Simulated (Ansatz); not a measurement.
# NaMgF3: pressure 50 GPa

Base system: NaMgF3 in the cubic perovskite structure (space group Pm-3m, No. 221; a = 3.887 Å; a cell from a computed database, its experimental status unchecked).

Now apply this change: cell and atoms relaxed at a pressure of 50 GPa.

Method: r2SCAN, PAW, 500 eV (Ansatz, a quantum-chemistry and plane-wave program; no SOC). Γ-centred 9×9×9 mesh, Fermi–Dirac width 0.05 eV.

| quantity | base | changed | shift |
|---|---|---|---|
| volume per atom | 11.75 Å³ | 8.56 Å³ | -3.19 Å³ |
| lattice parameter a | 7.346 bohr | 6.610 bohr | -0.736 bohr |
| shortest interatomic distance | 3.673 bohr | 3.305 bohr | -0.368 bohr |
| band gap | 7.07 eV | 8.89 eV | +1.82 eV |
| gap character | indirect, R → Γ | indirect, R → Γ | – |
| width of the top valence band | 0.59 eV | 0.87 eV | +0.28 eV |
| electron mass | 0.56 mₑ (at Γ) | 0.56 mₑ (at Γ) | – |

Final structure:

```
NaMgF3
1.0
    3.49780     0.00000     0.00000
    0.00000     3.49780     0.00000
    0.00000     0.00000     3.49780
Na Mg F
1 1 3
Cartesian
  0.00000   0.00000   0.00000
  1.74890   1.74890   1.74890
  1.74890   1.74890   0.00000
  0.00000   1.74890   1.74890
  1.74890   0.00000   1.74890
```

Load acts through the strain it causes; cell and atoms are relaxed under it. Masses are band curvatures over ±0.01 Å⁻¹ around the edge. No phonon test of stability was made. No other phases were tried under pressure. Many cubic perovskites are stable only at high temperature; tilts and polar distortions were not tested.
